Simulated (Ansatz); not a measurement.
# Effect of isotropic strain +3.00 % on HgS

Base system: HgS in the zinc blende structure (space group F-43m, No. 216; a = 5.8759 Å).

It is then changed as follows: the cell is scaled by 1.0300 in all directions, atoms relaxed at fixed cell.

All numbers come from DFT with PBEsol, PAW potentials and a 420 eV plane-wave cutoff in Ansatz (a quantum-chemistry and plane-wave program), no SOC. Γ-centred 10×10×10 mesh, Fermi–Dirac width 0.05 eV.

```json
[
 {"quantity": "volume per atom", "base": "25.36 Å³", "changed": "27.71 Å³", "shift": "+2.35 Å³"},
 {"quantity": "shortest interatomic distance", "base": "2.544 Å", "changed": "2.621 Å", "shift": "+0.0763 Å"},
 {"quantity": "energy relative to the base (free energy F)", "base": "0 meV/atom", "changed": "+34 meV/atom", "shift": "+34 meV/atom"},
 {"quantity": "band gap", "base": "zero", "changed": "zero", "shift": "–"}
]
```

Cost of the whole job for the changed cell (relaxation, final SCF and bands): very roughly 10 core-seconds.

A case with no gap was solved on a k-mesh chosen for an insulator, which is coarse for it. With Hg present, leaving out spin-orbit coupling can change the band edges. No phonon test of stability was made. All final runs are without spin polarisation. The zero or small gap of HgS can change with the level of theory.
